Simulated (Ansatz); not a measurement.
```
CELL_PARAMETERS angstrom
      4.26150     0.00000     0.00000
      0.00000     4.26150     0.00000
      0.00000     0.00000     2.70659
ATOMIC_POSITIONS crystal
  Si 0.00000 0.00000 0.00000
  Si 0.50000 0.50000 0.50000
  O  0.30769 0.30769 0.00000
  O  0.80769 0.19231 0.50000
  O  0.19231 0.80769 0.50000
  O  0.69231 0.69231 0.00000
```

No spin polarisation.

Level of theory: PBE (Ansatz, a quantum-chemistry and plane-wave program; PAW; 420 eV plane waves; no SOC). Settings: 8×8×12 k-points, 0.05 eV Fermi–Dirac smearing.

Problem. Predict the pressure, valence-band top at Γ, band gap and space group.

Solution. The pressure (mean of the normal stresses, compression positive) is -47.7 kbar and the valence-band top at Γ (three highest levels, from the VBM) is 0.00, -0.83, -0.83 eV. The band gap is 4.76 eV. The space group is P4_2/mnm (No. 136).

The cells carry an imposed strain or load. Stability against distortions was not tested. The cell was made from SiO2 in the rutile structure (space group P4_2/mnm, No. 136) by this change: isotropic strain +0.60 %.
